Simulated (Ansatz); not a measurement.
Worked calculations on one periodic cell of amorphous Si$_{12}$Ge$_{12}$O$_{48}$: Si12Ge12O48, 72 atoms, volume 1158.2 Å³, made by a melt-quench on the CHGNet potential and relaxed with DFT. O atoms were pushed apart under 1.9 Å during the dynamics, to hinder bonds among them. It is a model cell: composition and starting density were chosen by hand, and all elements were melted together. Cycles of charging were run to anneal it. Level of theory: PBE, scalar-relativistic without spin-orbit coupling (plane waves to 420 eV, PAW; Ansatz, a quantum-chemistry and plane-wave program). Sampling: a 2×2×2 Γ-centred mesh; Fermi-Dirac width 0.02 eV; no spin polarisation. Its volume was relaxed, its shape was free, and it stands at a mean pressure of 0.0 GPa with stress components up to 0.1 GPa; the relaxation ran on the zone centre alone. Its density went from a set 3.19 to 2.83 g/cm³. The cell is small and was quenched far faster than a real film, so it is one sample of the glass.

Task: Count formal charges (Si +4, Ge +4, O -2). What does the count lead one to expect at the Fermi level, and what does the calculation give?

Result: 12 × (+4) + 12 × (+4) + 48 × (-2) = 0. The charges balance, so the anion-derived valence states can be full and a gap can open. On this mesh the highest filled and lowest empty level lie 3.49 eV apart, the PBE gap of this cell, with a localised state at one edge or both.

Four energies for an added electron at PBE on the zone centre alone (charged cells in a uniform background, spin-polarised): neutral at the neutral geometry -86438.297 eV; charged at the neutral geometry -86433.432 eV; charged and relaxed -86433.536 eV; neutral at the charged geometry -86438.121 eV.

Task: Find the two relaxation energies and their sum, the reorganisation energy.

Result: On charging: -86433.432 − (-86433.536) = 0.104 eV. On discharging: -86438.121 − (-86438.297) = 0.176 eV. The sum is 0.280 eV. The carrier's level spreads over 31 of the 72 atoms' worth, more than a fifth of the atoms or a third of the atoms of its main element (six at least), and the sum is small, so it counts as a band carrier, whose relaxation energy shrinks as the cell grows. PBE's self-interaction favours spread-out carriers, so a hybrid can localise more.

Four energies for a hole at PBE on the zone centre alone (charged cells in a uniform background, spin-polarised): neutral at the neutral geometry -86438.297 eV; charged at the neutral geometry -86439.459 eV; charged and relaxed -86439.539 eV; neutral at the charged geometry -86438.010 eV.

Task: Find the two relaxation energies and their sum, the reorganisation energy.

Result: On charging: -86439.459 − (-86439.539) = 0.080 eV. On discharging: -86438.010 − (-86438.297) = 0.287 eV. The sum is 0.367 eV. The carrier's level spreads over 8 of the 72 atoms' worth, so it counts as partly localised, most on one O atom with neighbours Si 1.64 Å, Si 1.65 Å (neutral geometry). The values are uncorrected: the image energy of a point charge in this cell, 2.84 × 14.40 / (2 × 10.5) = 1.9 eV before screening, is screened by electrons alone at the fixed geometry and by ions too after relaxing, and the carrier can be spread before it relaxes, so each term can be off by up to that value times 1/ε∞, some tenths of an eV. PBE's self-interaction favours spread-out carriers, so a hybrid can localise more.
